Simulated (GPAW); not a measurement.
**Equation of state of rock-salt PbTe (space group 225): energy against volume (GPAW, PBEsol)**

```yaml
crystal:
  lattice:
    - [0.00000, 3.13622, 3.13622]
    - [3.13622, 0.00000, 3.13622]
    - [3.13622, 3.13622, 0.00000]
  atoms:
    - { symbol: Te, position: [0.50000, 0.50000, 0.50000] }
    - { symbol: Pb, position: [0.00000, 0.00000, 0.00000] }
```

Method of the run: PBEsol, GPAW PAW datasets PBEsol (made by gpaw-setup) (plane waves; GPAW 25.7.0). Settings: mode = pw; ecut = 585 eV; xc = PBEsol; kpts = 9 9 9; mesh shift (steps) = 0 0 0; occupations.name = fermi-dirac; occupations.width = 0.01 eV; nbands = -8; convergence.density = 1e-05 e/electron; convergence.energy = 1e-05 eV/electron; convergence.bands = -6; symmetry.symmorphic = false; symmetry.tolerance = 0.0005; maxiter = 120. The cell above is the first row's. The rows scale it uniformly. In all rows fractional positions and the k mesh are held. E is the free energy at the stated smearing, counted from the lowest row.

| V (Å^3/atom) | E (meV/atom) |
|---|---|
| 30.847 | ? |
| 31.518 | 12.84 |
| 32.189 | 4.23 |
| 32.859 | 0.09 |
| 33.530 | 0.00 |
| 34.200 | 3.52 |
| 34.871 | 10.28 |
| 35.542 | 19.93 |
| 36.212 | 32.17 |

Task: Fit E against V with the third-order Birch-Murnaghan form, a cubic in V^(-2/3), and predict the withheld value at V = 30.847.

Result: With u = V^(-2/3) - 0.0956, the rows have u = 0.0046215, 0.0032238, 0.0018759, 0.0005710, -0.0006891, -0.0019106, -0.0030935, -0.0042381. Least squares gives E = 1.161 - 2658.2·u + 1110253·u² + 2593884·u³. Residuals (row less fit): -0.005, 0.013, -0.009, -0.006, 0.001, 0.005, -0.002, -0.001; standard error 0.009 (degrees of freedom: 4). Its minimum lies at u = 0.0011921, so V0 = (0.0967921)^(-3/2) = 33.21. There d²E/du² = 2239000 and d³E/du³ = 1.556e7, so B0 = (4/9) × 33.21^(-7/3) × 2239000 × 0.160218 = 45.0 GPa (the last factor turns the table's units into GPa), and B0' = 4 + (2/3) × 0.0967921 × (1.556e7)/2239000 = 4.4. The program's pressures in the fitted runs (not shown) pass through zero at V = 33.20, 0.03 % from this V0. At the withheld row, u = 0.0060697, so E = 1.161 - 2658.2 × 0.0060697 + 1110253 × 0.0060697² + 2593884 × 0.0060697³ = 26.510 meV/atom. The calculation gives 26.56 meV/atom, 0.050 meV/atom above the prediction (0.2 % of the range of E in the table). The row lies outside the fitted rows, so this is an extrapolation. From the scatter of the fitted rows alone, a prediction at this place has a standard error of 0.027 meV/atom, so the miss is 1.8 times that.

Carrying the step between the two nearest rows on in a straight line would have given 21.45, off by 5.11; series whose last step already gives the withheld value aren't shown. The scan was laid around a cell of about the measured size, scaled by a guess for this functional. The runs keep the symmetry of the cell, so they don't test it for distortions. Spin-orbit coupling is off. Cutoffs and mesh are single choices, not tested for convergence of this quantity. Series with a scatter that would blur these digits, or in which a gap closes, are not shown. Nor are scans whose minimum lies at an end fitted in this form.
